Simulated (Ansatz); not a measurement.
C under load (space group Fd-3m), r2SCAN, rigid bands (Ansatz, a first-principles code). Condition of this run: hydrostatic pressure of 11 GPa (compression positive) (the target of the relaxation). Band gap 4.43 eV, N_c = 5.34e19 cm⁻³ and N_v = 3.75e19 cm⁻³ at 300 K, conductivity masses of 0.386 mₑ (electrons) and 0.458 mₑ (holes). Take k_BT = 0.02585 eV.

Question: A film of it is 5 nm thick. Estimate the confinement energies in an infinite well.

Answer: ħ²π²/(2m t²) = 0.376 eV·nm²/(m/mₑ × t²) gives 39.0 meV for electrons and 32.8 meV for holes, so the gap would widen to about 4.50 eV. Finite barriers and nonparabolic bands lower this, and with several valleys or bands the heaviest mass along the normal sets the lowest level, not this average.

Question: What thermal injection velocity √(2k_BT/πm) limits a ballistic channel?

Answer: 8.66e6 cm/s for electrons and 7.95e6 cm/s for holes, a ratio of √(m_h/m_e) = 1.09, for dilute carriers.

Question: Find the intrinsic carrier density and the intrinsic Fermi level.

Answer: n_i = √(N_c N_v) exp(−E_g/2k_BT) = 4.47e19 × exp(−85.68) = 2.8e-18 cm⁻³. The level lies (k_BT/2) ln(N_v/N_c) = -5 meV from mid-gap (positive towards the conduction band). Each 0.1 eV added to the gap lowers n_i by a factor of 6.9.

Rigid bands with the computed gap; masses take one relaxation time for all states. Spin-orbit coupling is left out. Geometry: cell and atoms relaxed with PBEsol.
